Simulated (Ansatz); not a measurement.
## Hf in the hcp (Mg type) structure (space group P6_3/mmc, No. 194)

```
Hf
1.0
    3.20421     0.00000     0.00000
   -1.60210     2.77493     0.00000
    0.00000     0.00000     5.06906
Hf
2
Direct
  0.33333   0.66667   0.75000
  0.66667   0.33333   0.25000
```

Computed with PBE in Ansatz (plane waves to 420 eV, PAW, scalar-relativistic without spin-orbit coupling). k-mesh 17×17×9 (Γ-centred); smearing 0.05 eV (Fermi–Dirac).

| Property | Value |
|---|---|
| Volume per atom | 22.54 Å³ |
| Density | 13.15 g/cm³ |
| Band gap | zero |
| Total energy | -15721.363 eV/atom (σ→0; compares only within this code and set-up) |

Stability against distortions was not tested. All final runs are without spin polarisation.

Ansatz is an electronic-structure program.
